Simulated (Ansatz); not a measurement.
We consider LiF (model structure, F-43m, No. 216, 2 atoms in the cell), described by PBE in Ansatz (plane waves, PAW).

Run with plane-wave cutoff 520 eV, 14×14×14 k mesh, Fermi–Dirac smearing 0.01 eV, scalar-relativistic PAW data made under PBE.

Cell (relaxed at this level):

```cif
data_FLi
_chemical_formula_sum 'Li1 F1'
_space_group_name_H-M_alt 'P 1'
_space_group_IT_number 1
_cell_length_a 3.08589
_cell_length_b 3.08589
_cell_length_c 3.08589
_cell_angle_alpha 60.000
_cell_angle_beta 60.000
_cell_angle_gamma 60.000
loop_
_space_group_symop_operation_xyz
  'x, y, z'
loop_
_atom_site_label
_atom_site_type_symbol
_atom_site_fract_x
_atom_site_fract_y
_atom_site_fract_z
_atom_site_occupancy
Li1 Li 0.00000 0.00000 0.00000 1
F1 F 0.25000 0.25000 0.25000 1
```

Problem. Estimate the band gap and bulk modulus B0 that the calculation returns.

Solution. 
* **band gap**: 7.66 eV (on the SCF k mesh)
* **bulk modulus B0**: 51.8 GPa

Note: the bulk modulus is −V dP/dV from two relaxed cells at ±2 % in volume; the relaxation could raise the start's symmetry but not lower it, so the cell can be a saddle point.

Computed values are for the static lattice.

A model structure was made by putting elements into a prototype or built by hand; it is no filed structure, need not be a known phase, and can be a saddle point held by its symmetry.

Ansatz is a program for electronic structure.
